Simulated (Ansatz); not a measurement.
The starting structures come from a database of crystals and need not be the phases stable at ambient conditions.

By PBEsol, the system below comes out a metal.

A figure of merit of an interconnect metal is its ballistic conductance per area.

Data:

```xyz
3
Lattice="2.7538 0.0000 0.0000 0.0000 2.7538 0.0000 1.3769 -1.3769 4.9139" Properties=species:S:1:pos:R:3 pbc="T T T"
Be     0.0000     0.0000     0.0000
Pd     2.7538     0.0000     3.4996
Pd     1.3769     1.3769     1.4143
```

Space group of this cell: I4/mmm. The cell is taken as given; by PBEsol its mean pressure is -4.2 GPa.

The current flows along the normal of the first two printed cell vectors, the (001) plane of the conventional cell. No spin-orbit coupling; the value is a mean over 0.1 eV about the Fermi level.

Task: Predict the ballistic conductance per area from PBEsol in Ansatz (a quantum-chemistry and plane-wave program).

Result: 0.73 × 10¹⁵ S/m² for both spins.
